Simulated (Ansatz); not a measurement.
The structure below was relaxed with r2SCAN (Ansatz, a program for electronic structure; PAW; 500 eV plane waves; no spin-orbit coupling), at pressure 75 GPa.

```xyz
1
Lattice="0.0000 1.7639 1.7639 1.7639 0.0000 1.7639 1.7639 1.7639 0.0000" Properties=species:S:1:pos:R:3 pbc="T T T"
Al     0.0000     0.0000     0.0000
```

Task: Find the space group and the Wyckoff positions.

Result: Space group Fm-3m (No. 225); a = b = c = 3.5277 Å, α = β = γ = 90.00°

```json
[
 {"atom": "Al", "site": "4a", "symmetry": "m-3m", "x": "0.0000", "y": "0.0000", "z": "0.0000"}
]
```

Task: Describe the coordination.

Result: The crystal has 4 atoms in its conventional cell. Cell: a = b = c = 3.5277 Å, α = β = γ = 90.00°. Al is surrounded by 12 Al at 2.494 Å (cuboctahedral). (Neighbours: up to the widest gap in distance over summed covalent radii, below 1.35, at either atom.)

Load acts through the strain it causes; cell and atoms are relaxed under it. No phonon test of stability was made. Competing high-pressure phases were not computed. The cell was made from Al in the fcc (Cu type) structure (space group Fm-3m, No. 225) by this change: pressure 75 GPa.
